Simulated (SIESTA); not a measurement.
Band structure of LaMg6Bi (Amm2, 8 atoms in the cell).

```xyz
8
Lattice="5.3348 0.0000 0.0000 0.0000 3.1856 6.2760 0.0000 -3.1856 6.2760" Properties=species:S:1:pos:R:3 pbc="T T T"
La     2.6674     0.0000     2.2239
Mg     2.6674     1.5872     5.2833
Mg     2.6674    -1.5872     5.2833
Mg     0.0000     1.5903     7.1162
Mg     0.0000    -1.5903     7.1162
Mg     0.0000     0.0000     4.3341
Mg     0.0000     0.0000    10.4800
Bi     2.6674     0.0000     8.3715
```

Method: GGA PBEsol, numerical atomic orbitals DZP, PseudoDojo PBEsol standard norm-conserving potentials (rewritten from UPF to PSML) (SIESTA).

Settings: XC.functional = GGA; XC.authors = PBEsol; potentials = PseudoDojo PBEsol standard; PAO.BasisSize = DZP; PAO.EnergyShift = 0.01 Ry; MeshCutoff = 300 Ry; kgrid.MonkhorstPack = 4 3 3; OccupationFunction = MP; OccupationMPOrder = 1; ElectronicTemperature = 0.1 eV; MaxSCFIterations = 150; SCF.Mixer.Method = Pulay; SCF.Mixer.Weight = 0.25; SCF.Mixer.History = 8.

The starting cell comes from a database of computed structures (which also holds hypothetical and non-ambient phases and stackings), without a prior relaxation at this level. Spin-orbit coupling is off. Values carry the incompleteness of an atom-centred basis.

Levels in eV from the Fermi level, bands 40 to 45:
```csv
point,40,41,42,43,44,45
Γ,-2.14,-1.71,-0.67,0.01,0.35,0.51
X,-2.27,-1.08,-0.93,0.11,0.37,0.72
S,-1.70,-1.44,-0.42,-0.15,0.00,0.27
R,-2.86,-1.79,-1.53,0.03,1.21,1.21
A,-2.04,-1.19,-0.80,-0.45,0.13,0.66
Z,-1.85,-1.42,-1.26,-1.18,-0.97,-0.20
Y,-1.49,-1.31,-0.81,-0.37,-0.02,0.13
X1,-2.27,-1.08,-0.93,0.11,0.37,0.72
A1,-2.04,-1.19,-0.80,-0.45,0.13,0.66
T,-1.58,-1.54,-0.17,-0.13,0.43,0.46
```

Bands cross the Fermi level along this path, so the cell is metallic at this level.

Higher empty bands are left out: an atom-centred basis made for the valence describes them poorly.
